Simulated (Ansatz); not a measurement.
An Ansatz (a first-principles code) run: SiC with a change (uniaxial strain ε_zz = +1.50 %); Ansatz PBEsol, no SOC.

Input:

Ansatz 0.2 input:
```yaml
crystal:
  lattice:
    - [3.078083117, 0, 0]
    - [-1.5390415585, 2.6656981743, 0]
    - [0, 0, 10.2271882931]
  atoms:
    - { symbol: Si, position: [0, 0, 0.5003180181] }
    - { symbol: Si, position: [0, 0, 0.0003180181] }
    - { symbol: Si, position: [0.3333333333, 0.6666666667, 0.2502452851] }
    - { symbol: Si, position: [0.6666666667, 0.3333333333, 0.7502452851] }
    - { symbol: C, position: [0, 0, 0.3128550262] }
    - { symbol: C, position: [0, 0, 0.8128550262] }
    - { symbol: C, position: [0.3333333333, 0.6666666667, 0.0622116706] }
    - { symbol: C, position: [0.6666666667, 0.3333333333, 0.5622116706] }
basis: { ecutwfc: 420, ecutrho_ratio: 4, xc_grid: 2, fft_grid_basis: typed }
kpoints: { mp_grid: { grid: [12, 12, 4] } }
hamiltonian:
  xc: pbesol
  dispersion: none
  pseudopotentials: { kind: paw }
scf: { occupations: { method: fermi_dirac, width: 0.05 }, convergence: { dr2_threshold: 0.0000000008 } }
relax: { f_tol: 0.005, max_steps: 50 }
output: { forces: true, stress: true }
checkpoint: { write: state.ck, write_every: 1000 }
```

Output (explanatory and most iteration lines left out):

```
Relaxation: its limit of steps is 50 (relax.max_steps)
Pseudopotential: Si, paw, valence charge 4
Pseudopotential: C, paw, valence charge 4
Crystal: 8 atoms, lattice volume = 83.917 Å³
Basis set: ecut = 420 eV, 1631 PW (Γ), exchange–correlation on 48×48×144 points (8 copies of the dense FFT grid, shifted against one another)
Bands: 24, of which v1, the nominal top of the filled ones, is band 16 counted from 1 (15 counted from 0)
Symmetry: 12 space group operations
Space group: P63mc (ITA 186), of the structure as read, at distance tolerance 4.4e-5 Å
k-points: 57 of 576 (time reversal used)
Functional: x = pbesol(κ = 0.804, μ = 0.12345679012345678), c = pbesol(β = 0.046)
SCF iter   1: F=—  HF=-3474.825805 eV  |F-HF|=—  |Δ(HF+E_count)|=         —  Δρ=8.77e-3  dr2=7.91e-2  ethr=1.77e-3  ⟨swp⟩=6.2  Hψ=7719  notcnv=0  defer=9
SCF iter   2: F=—  HF=-3474.803516 eV  |F-HF|=—  |Δ(HF+E_count)|=   2.23e-2  Δρ=1.57e-3  dr2=2.03e-3  ethr=2.47e-4  ⟨swp⟩=2.9  Hψ=2918  notcnv=0  defer=150
SCF 1 converged in 8 iterations: F = -3474.803283 eV  dr2 = 1.97e-11
relax step   1: F+E_penalty+E_count = -3474.80328279 eV  Δ(F+E_penalty+E_count) = +0.000e0 eV  max|allowed force component| = 1.357e-1 eV/Å  Δτ_max = 0.0000 Å  (8 SCF iters, accepted)
Crystal: 8 atoms, lattice volume = 83.917 Å³
SCF iter   1: F=—  HF=-3474.804282 eV  |F-HF|=—  |Δ(HF+E_count)|=         —  Δρ=3.10e-4  dr2=7.16e-5  ethr=2.08e-7  ⟨swp⟩=2.6  Hψ=4758  notcnv=0  defer=167
SCF iter   2: F=—  HF=-3474.804339 eV  |F-HF|=—  |Δ(HF+E_count)|=   5.69e-5  Δρ=9.73e-5  dr2=5.07e-6  ethr=2.08e-7  ⟨swp⟩=2.5  Hψ=2024  notcnv=0  defer=167
SCF 2 converged in 6 iterations: F = -3474.804337 eV  dr2 = 1.22e-11
relax step   2: F+E_penalty+E_count = -3474.80433677 eV  Δ(F+E_penalty+E_count) = -1.054e-3 eV  max|allowed force component| = 8.264e-2 eV/Å  Δτ_max = 0.0016 Å  (6 SCF iters, accepted)
Crystal: 8 atoms, lattice volume = 83.917 Å³
SCF iter   1: F=—  HF=-3474.805086 eV  |F-HF|=—  |Δ(HF+E_count)|=         —  Δρ=5.62e-4  dr2=2.35e-4  ethr=7.29e-6  ⟨swp⟩=2.1  Hψ=3403  notcnv=0  defer=167
SCF iter   2: F=—  HF=-3474.804992 eV  |F-HF|=—  |Δ(HF+E_count)|=   9.41e-5  Δρ=1.76e-4  dr2=1.66e-5  ethr=7.33e-7  ⟨swp⟩=2.1  Hψ=2610  notcnv=0  defer=167
SCF 3 converged in 6 iterations: F = -3474.805064 eV  dr2 = 2.59e-11
relax step   3: F+E_penalty+E_count = -3474.80506365 eV  Δ(F+E_penalty+E_count) = -7.269e-4 eV  max|allowed force component| = 1.167e-2 eV/Å  Δτ_max = 0.0025 Å  (6 SCF iters, accepted)
Crystal: 8 atoms, lattice volume = 83.917 Å³
SCF iter   1: F=—  HF=-3474.804995 eV  |F-HF|=—  |Δ(HF+E_count)|=         —  Δρ=4.95e-5  dr2=2.39e-6  ethr=6.03e-8  ⟨swp⟩=2.2  Hψ=3113  notcnv=0  defer=167
SCF iter   2: F=—  HF=-3474.805069 eV  |F-HF|=—  |Δ(HF+E_count)|=   7.44e-5  Δρ=1.49e-5  dr2=2.08e-7  ethr=7.47e-9  ⟨swp⟩=2.9  Hψ=2714  notcnv=0  defer=167
SCF 4 converged in 6 iterations: F = -3474.805069 eV  dr2 = 1.16e-12
relax step   4: F+E_penalty+E_count = -3474.80506931 eV  Δ(F+E_penalty+E_count) = -5.664e-6 eV  max|allowed force component| = 1.469e-3 eV/Å  Δτ_max = 0.0004 Å  (6 SCF iters, accepted)
SCF converged after 6 iterations
Free energy (F): -3474.805069 eV
Internal energy: -3474.805069 eV  (E = F + TS)
E sigma→0 (E₀):  -3474.805069 eV
Fermi energy:    10.383822 eV
--- Forces (eV/Å), atoms counted from 1 ---
  atom   1  Si     0.00000000     0.00000000     0.00082185
  atom   2  Si     0.00000000     0.00000000     0.00082185
  atom   3  Si     0.00000000     0.00000000    -0.00085721
  atom   4  Si    -0.00000000     0.00000000    -0.00085721
  atom   5  C      0.00000000     0.00000000    -0.00143260
  atom   6  C     -0.00000000     0.00000000    -0.00143260
  atom   7  C      0.00000000     0.00000000     0.00146895
  atom   8  C      0.00000000    -0.00000000     0.00146895
--- Stress (GPa, compression-positive) ---
       -0.803681       0.000000       0.000000
       -0.000000      -0.803681       0.000000
       -0.000000       0.000000      -7.907632
  P = ⅓ Tr σ = -3.1717 GPa (-31.717 kbar)
--- Relaxed structure (4 steps of the walk, 4 accepted, 0 SCFs on fresh bases) ---
  atoms:
    - { symbol: Si, position: [-3.350905003259682e-35, -1.618067884134882e-35, 0.4999266780550243] }
    - { symbol: Si, position: [9.873060551095476e-35, 2.065858763697791e-34, -7.332194497557022e-5] }
    - { symbol: Si, position: [0.3333333333333333, 0.6666666666666667, 0.2499350090514555] }
    - { symbol: Si, position: [0.6666666666666669, 0.3333333333333333, 0.7499350090514555] }
    - { symbol: C, position: [-1.376906315648148e-34, -2.8711297571974763e-34, 0.3131891835206262] }
    - { symbol: C, position: [1.587216485536e-34, 2.848552065790943e-34, 0.8131891835206261] }
    - { symbol: C, position: [0.3333333333333333, 0.6666666666666667, 0.06257912937289374] }
    - { symbol: C, position: [0.6666666666666669, 0.3333333333333333, 0.5625791293728937] }
```

No phonon test of stability was made. The cell was made from SiC (space group P6_3mc, No. 186) by this change: uniaxial strain ε_zz = +1.50 %.
